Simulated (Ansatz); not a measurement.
# Reaction energy: levels of theory

Consider the reaction energy. Reaction: CoSi (P2₁3) + Si (diamond) → CoSi2 (Fm-3m). Negative: the products are lower in energy.

CoSi2 (Fm-3m), 3 atoms in the cell; spin state with PBE: no moments. Conventional cell: a = 5.3595 Å, b = 5.3595 Å, c = 5.3595 Å, α = 90.00°, β = 90.00°, γ = 90.00°.

CoSi (P2₁3), 8 atoms in the cell; spin state with PBE: no moments. Conventional cell: a = b = c = 4.431 Å, α = β = γ = 90.00°.

Setting: static, neutral cells in Ansatz (PAW) whose structures rest at the PBE level. Ansatz (a program for electronic structure) runs with its default PAW set. Other levels take these structures, unless marked own geometry. The lattices are those relaxed with PBE, so at other levels the solids can be strained, which adds to the spread. A dispersion term (D3(BJ), or D4 for r2SCAN) was computed beside these levels and is taken off wherever the name lacks it.

```
Method                 value (eV)
---------------------  ----------
PBE                         -0.19
PBE+D3(BJ)                  -0.23
LDA                             …
PBEsol                      -0.29
RPBE                        -0.15
r2SCAN+D4                   -0.26
r2SCAN (own geometry)       -0.25
```

Q: Some entries are withheld; supply them.

A: 
- LDA, value (eV): -0.32

The levels span 0.17 eV, from LDA (-0.32) to RPBE (-0.15).

Rough cost of one single point on CoSi (P2₁3), against PBEsol's on the same shared machine and with each level's own mesh and cutoff: r2SCAN about 4 times.
